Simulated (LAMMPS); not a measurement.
Pressure dependence of V (bcc) at 1310 K, from the crystal.

Computed with classical MD, pair style meam, file library.meam (library.meam-V); code LAMMPS.

```tsv
P (GPa)	state	volume	coordination number
0	crystal; no diffusion seen in 30 ps	14.8161 ± 0.0004 Å³/atom	14.0 (counted to 3.70 Å)
2	crystal; no diffusion seen in 30 ps	14.5826 ± 0.0005 Å³/atom	14.0 (counted to 3.70 Å)
5	crystal; no diffusion seen in 30 ps	14.2697 ± 0.0006 Å³/atom	14.0 (counted to 3.66 Å)
```

Caution: the potential MEAM library.meam-V is a first-neighbour MEAM set with a 4 Å cutoff, used here without a parameter file and away from the static properties it was fitted to.

Caution: a run this short can hold a crystal over, or a liquid under, the potential's own melting point, which these runs don't give.

Estimate the isothermal bulk modulus at zero pressure. A parabola P(ln V) through the three points gives −dP/d ln V = 120 GPa at zero pressure.

States go by the mean squared displacement: a species diffuses where it passes 1.5 Å², still rises and gives D over 1e-6 cm²/s; a crystal has left its structure where atoms lie 0.35 Å off their sites on average or a cubic box changes its shape by 3 %, or the axial ratios of another lie 8 % off the starting cell's, which the potential's own relaxation can also do.

Uncertainties are statistical and leave out the potential's own error.
